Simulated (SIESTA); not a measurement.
Band structure of SiC (F-43m, 2 atoms in the cell).

```yaml
crystal:
  lattice:
    - [0.00000, 2.17438, 2.17438]
    - [2.17438, 0.00000, 2.17438]
    - [2.17438, 2.17438, 0.00000]
  atoms:
    - { symbol: Si, position: [0.25000, 0.25000, 0.25000] }
    - { symbol: C, position: [0.00000, 0.00000, 0.00000] }
```

Computed with LDA PW92, numerical atomic orbitals TZP, PseudoDojo LDA standard norm-conserving potentials (rewritten from UPF to PSML) run with SIESTA.

Settings: XC.functional = LDA; XC.authors = PW92; potentials = PseudoDojo LDA standard; PAO.BasisSize = TZP; PAO.EnergyShift = 0.01 Ry; MeshCutoff = 300 Ry; kgrid.MonkhorstPack = 9 9 9; OccupationFunction = FD; ElectronicTemperature = 10 K; MaxSCFIterations = 150; SCF.Mixer.Method = Pulay; SCF.Mixer.Weight = 0.2; SCF.Mixer.History = 8; SCF.DM.Tolerance = 1.0E-04.

The starting cell comes from a database of computed structures (which also holds hypothetical and non-ambient phases and stackings), without a prior relaxation at this level. Its lattice was rescaled by a random factor within 2.5 % of one. Values carry the incompleteness of an atom-centred basis.

Task: Predict the gap along the standard path and the places of the band edges.

Result: The gap along the path is 1.30 eV, from Γ to X; the smallest direct gap on it is 4.53 eV.

Levels in eV from the top of the valence band on the path, bands 1 to 5:
| point | 1 | 2 | 3 | 4 | 5 |
|---|---|---|---|---|---|
| Γ | -15.35 | 0.00 | 0.00 | 0.00 | 6.90 |
| X | -10.20 | -7.89 | -3.23 | -3.23 | 1.30 |
| W | -10.00 | -7.09 | -5.07 | -4.77 | 5.18 |
| K | -10.22 | -7.35 | -5.63 | -2.63 | 3.05 |
| L | -11.73 | -8.63 | -1.07 | -1.07 | 5.52 |
| U | -10.22 | -7.35 | -5.63 | -2.63 | 3.05 |

Higher empty bands are left out: an atom-centred basis made for the valence describes them poorly.
